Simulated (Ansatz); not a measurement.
Consider the following.

```yaml
crystal:
  lattice:
    - [0.01282, 2.24904, 2.24904]
    - [2.24904, 0.01282, 2.24904]
    - [2.26186, 2.26186, 0.00000]
  atoms:
    - { symbol: Ga, position: [0.00086, 0.00086, 0.99914] }
    - { symbol: N, position: [0.24914, 0.24914, 0.25086] }
```

No spin polarisation.

The values are results of Ansatz (a program for electronic structure) PBEsol, scalar-relativistic without spin-orbit coupling, not measurements. Γ-centred 13×13×13 mesh, Fermi–Dirac width 0.05 eV.

Task: Predict the band gap, gap character and valence-band top at Γ.

Result: The band gap is 1.66 eV and the gap character comes out as direct at Γ. The valence-band top at Γ (three highest levels, from the VBM) is 0.00, -0.04, -0.08 eV.

The cells carry an imposed strain or load. Whether these cells are dynamically stable was not tested. The cell was made from GaN in the zinc blende structure (space group F-43m, No. 216) by this change: tensor shear ε_xy = +0.57 %. This is not the structure that GaN has at room temperature and ambient pressure.
